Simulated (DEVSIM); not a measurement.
System: abrupt GaAs p-n junction, at 300 K.

```tsv
layer (left to right)	material	thickness (μm)	Nd (cm⁻³)	Na (cm⁻³)	τn (s)	τp (s)
1	GaAs	0.470	-	1.6e16	1.1e-8	1.1e-8
2	GaAs	4.80	7.4e14	-	1.1e-8	1.1e-8
```

Left contact: ohmic. Right contact: ohmic. Voltage is applied to the left contact. Recombination: SRH at mid-gap, radiative, Auger. Mobility is μmin + (μ − μmin)/(1 + (N/Nref)^α).

Constants are typed, rounded textbook-type inputs, not results; the design itself was drawn at random and stands for no fabricated device. Values at 300 K.

| parameter | GaAs |
|---|---|
| gap (eV) | 1.424 |
| affinity (eV) | 4.07 |
| permittivity | 12.9 |
| Nc (cm⁻³) | 4.7e17 |
| Nv (cm⁻³) | 9e18 |
| μn (cm²/Vs) | 8500 |
| μp (cm²/Vs) | 400 |
| μn,min | 500 |
| μp,min | 20 |
| Nref,n | 6e16 |
| Nref,p | 1.5e17 |
| αn | 0.39 |
| αp | 0.38 |
| B (cm³/s) | 2e-10 |
| Cn (cm⁶/s) | 1e-30 |
| Cp (cm⁶/s) | 1e-30 |

Model (solved in DEVSIM): 1D drift-diffusion, Boltzmann statistics, complete ionisation; no tunnelling, impact ionisation, image-force lowering or self-heating.

The thickness of layer 2 was swept, all else fixed.

```
thickness of layer 2 (μm)  dark forward voltage at 100 A/cm² (V)  dark forward voltage at 1 A/cm² (V)
-------------------------  -------------------------------------  -----------------------------------
0.96                                                       1.057                                0.920
1.7                                                        1.065                                0.929
2.9                                                        1.074                                0.933
4.8                                                        1.087                                0.935
8.2                                                        1.110                                0.936
14                                                         1.158                                0.937
24                                                           ___                                0.938
```

Question: Some entries are withheld; supply them.

Answer: 
- 24, dark forward voltage at 100 A/cm² (V): 1.262
